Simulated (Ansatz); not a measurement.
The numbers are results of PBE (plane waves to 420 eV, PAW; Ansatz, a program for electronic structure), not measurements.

Planar average of the electrostatic potential across the slab, in eV from the Fermi level, for a constructed model of the (100) surface of rock-salt TiC (in the relaxation 1 O–Ti bonds broke), top plane replaced by TaO (bottom of the slab: a bare face, its two planes held):

```json
[
 {"z (Å)": "3.66", "V (eV)": "4.14"},
 {"z (Å)": "3.94", "V (eV)": "4.14"},
 {"z (Å)": "4.22", "V (eV)": "4.13"},
 {"z (Å)": "4.50", "V (eV)": "4.13"},
 {"z (Å)": "4.78", "V (eV)": "4.13"},
 {"z (Å)": "5.06", "V (eV)": "4.12"},
 {"z (Å)": "5.34", "V (eV)": "4.09"},
 {"z (Å)": "5.62", "V (eV)": "4.05"},
 {"z (Å)": "5.91", "V (eV)": "3.96"},
 {"z (Å)": "6.19", "V (eV)": "3.78"},
 {"z (Å)": "6.47", "V (eV)": "3.42"},
 {"z (Å)": "6.75", "V (eV)": "2.66"},
 {"z (Å)": "7.03", "V (eV)": "1.11"},
 {"z (Å)": "7.31", "V (eV)": "-2.57"},
 {"z (Å)": "7.59", "V (eV)": "-8.90"},
 {"z (Å)": "7.88", "V (eV)": "-15.24"},
 {"z (Å)": "8.16", "V (eV)": "-16.84"},
 {"z (Å)": "8.44", "V (eV)": "-12.37"},
 {"z (Å)": "8.72", "V (eV)": "-5.51"},
 {"z (Å)": "9.00", "V (eV)": "-1.04"},
 {"z (Å)": "9.28", "V (eV)": "-0.65"},
 {"z (Å)": "9.56", "V (eV)": "-4.49"},
 {"z (Å)": "9.84", "V (eV)": "-11.32"},
 {"z (Å)": "10.12", "V (eV)": "-16.76"},
 {"z (Å)": "10.41", "V (eV)": "-16.40"},
 {"z (Å)": "10.69", "V (eV)": "-10.56"},
 {"z (Å)": "10.97", "V (eV)": "-3.97"},
 {"z (Å)": "11.25", "V (eV)": "-0.63"},
 {"z (Å)": "11.53", "V (eV)": "-1.57"},
 {"z (Å)": "11.81", "V (eV)": "-6.58"},
 {"z (Å)": "12.09", "V (eV)": "-13.60"},
 {"z (Å)": "12.38", "V (eV)": "-17.50"},
 {"z (Å)": "12.66", "V (eV)": "-14.99"},
 {"z (Å)": "12.94", "V (eV)": "-8.29"},
 {"z (Å)": "13.22", "V (eV)": "-2.59"},
 {"z (Å)": "13.50", "V (eV)": "-0.64"},
 {"z (Å)": "13.78", "V (eV)": "-3.04"},
 {"z (Å)": "14.06", "V (eV)": "-8.90"},
 {"z (Å)": "14.34", "V (eV)": "-15.42"},
 {"z (Å)": "14.62", "V (eV)": "-17.60"},
 {"z (Å)": "14.91", "V (eV)": "-13.36"},
 {"z (Å)": "15.19", "V (eV)": "-6.31"},
 {"z (Å)": "15.47", "V (eV)": "-1.83"},
 {"z (Å)": "15.75", "V (eV)": "-1.87"},
 {"z (Å)": "16.03", "V (eV)": "-5.78"},
 {"z (Å)": "16.31", "V (eV)": "-11.47"},
 {"z (Å)": "16.59", "V (eV)": "-16.71"},
 {"z (Å)": "16.88", "V (eV)": "-17.08"},
 {"z (Å)": "17.16", "V (eV)": "-11.25"},
 {"z (Å)": "17.44", "V (eV)": "-4.25"},
 {"z (Å)": "17.72", "V (eV)": "-2.01"},
 {"z (Å)": "18.00", "V (eV)": "-4.46"},
 {"z (Å)": "18.28", "V (eV)": "-9.60"},
 {"z (Å)": "18.56", "V (eV)": "-15.22"},
 {"z (Å)": "18.84", "V (eV)": "-18.51"},
 {"z (Å)": "19.12", "V (eV)": "-19.37"},
 {"z (Å)": "19.41", "V (eV)": "-16.36"},
 {"z (Å)": "19.69", "V (eV)": "-10.61"},
 {"z (Å)": "19.97", "V (eV)": "-4.02"},
 {"z (Å)": "20.25", "V (eV)": "0.74"},
 {"z (Å)": "20.53", "V (eV)": "2.21"},
 {"z (Å)": "20.81", "V (eV)": "2.81"},
 {"z (Å)": "21.09", "V (eV)": "3.06"},
 {"z (Å)": "21.38", "V (eV)": "3.16"},
 {"z (Å)": "21.66", "V (eV)": "3.21"},
 {"z (Å)": "21.94", "V (eV)": "3.23"},
 {"z (Å)": "22.22", "V (eV)": "3.24"},
 {"z (Å)": "22.50", "V (eV)": "3.24"},
 {"z (Å)": "22.78", "V (eV)": "3.24"},
 {"z (Å)": "23.06", "V (eV)": "3.24"},
 {"z (Å)": "23.34", "V (eV)": "3.24"},
 {"z (Å)": "23.62", "V (eV)": "3.24"},
 {"z (Å)": "23.91", "V (eV)": "3.24"}
]
```

Model: 12-atom slab, 10.8 Å thick at the start with caps and adatoms (thin: gaps and levels are the slab's own), 12x12x1 mesh, Fermi-Dirac 0.1 eV, dipole correction, 4 atoms held, the rest relaxed; held to the start's symmetry, so lower structures may exist; no spin, no spin-orbit, no U. It is one candidate, not shown to be the stable structure of the face.

**Question.** The surface cell has an area of 9.39 Å². What dipole along the normal does the step between the two vacuum levels imply?

**Answer.** the top vacuum level lies 0.89 eV below the bottom one; p = −ε₀ A ΔV (ε₀ = 0.005526 e/(V·Å)) gives 0.05 e·Å a cell.
